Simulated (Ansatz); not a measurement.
GaAs under load (space group I-4m2), r2SCAN with spin-orbit coupling, rigid bands (Ansatz, a first-principles code). Condition of this run: uniaxial stress zz = -1 GPa (compression positive) (the target of the relaxation). Band gap 0.79 eV, N_c = 2.98e17 cm⁻³ and N_v = 5.53e18 cm⁻³ at 300 K, conductivity masses along y (a = (0.00, 2.82, 2.86) Å; b = (2.82, 0.00, 2.86) Å; c = (2.82, 2.82, 0.00) Å) of 0.0549 mₑ (electrons) and 0.358 mₑ (holes). Take k_BT = 0.02585 eV.

**Question.** Find the intrinsic carrier density and the intrinsic Fermi level.

**Answer.** n_i = √(N_c N_v) exp(−E_g/2k_BT) = 1.28e18 × exp(−15.28) = 3.0e11 cm⁻³. The level lies (k_BT/2) ln(N_v/N_c) = 38 meV from mid-gap (positive towards the conduction band). Each 0.1 eV added to the gap lowers n_i by a factor of 6.9.

**Question.** What thermal injection velocity √(2k_BT/πm) limits a ballistic channel along the direction named?

**Answer.** 2.30e7 cm/s for electrons and 8.99e6 cm/s for holes, a ratio of √(m_h/m_e) = 2.55, for dilute carriers.

Rigid bands with the computed gap; masses take one relaxation time for all states.
